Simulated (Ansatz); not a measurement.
# Response to strain in hypothetical diamond B

The parent structure is B in the diamond structure (space group Fd-3m, No. 227; a = 4.033 Å; a hypothetical phase, not in the database extracts checked; relaxed with 0.1 eV smearing). Axes: x, y, z lie along the cube axes.

Strains are applied to the cell and any free atomic positions relax.

Levels (all Ansatz, a quantum-chemistry and plane-wave program, PAW): PBEsol (420 eV, no spin-orbit coupling); r2SCAN (500 eV, without spin-orbit coupling).

Pressures by level, all at the geometries relaxed with PBEsol:

```csv
case,PBEsol,r2SCAN
base,0.0 GPa,2.9 GPa
isotropic strain +2.44 %,-11.6 GPa,___
uniaxial strain ε_xx = −0.71 %,1.3 GPa,___
uniaxial strain ε_yy = +2.59 %,-4.5 GPa,___
```

What belongs in the blanks?


- isotropic strain +2.44 %, r2SCAN: -9.2 GPa
- uniaxial strain ε_xx = −0.71 %, r2SCAN: 4.3 GPa
- uniaxial strain ε_yy = +2.59 %, r2SCAN: -1.8 GPa

Single points use the geometry relaxed with PBEsol. Their cutoffs differ, which shifts pressures a little. No phonon test of stability was made.
